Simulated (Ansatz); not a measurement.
Results of r²SCAN (Ansatz, a first-principles code, plane waves, PAW) for Nb5Si3 (I4/mcm, No. 140).

Numerical settings: plane-wave cutoff 500 eV, 8×8×8 k mesh, Fermi–Dirac smearing 0.05 eV, no spin polarisation, scalar-relativistic PAW data made under PBE.

Computed at the level's own relaxed cell.

**Question.** Give the computed equilibrium volume per atom, lattice constant a and c axis length.

**Answer.** 
* **equilibrium volume per atom**: 16.10 Å³/atom
* **lattice constant a**: 6.587 Å
* **c axis length**: 11.879 Å

The run finds no gap.

Static lattice: no zero-point or thermal effects.
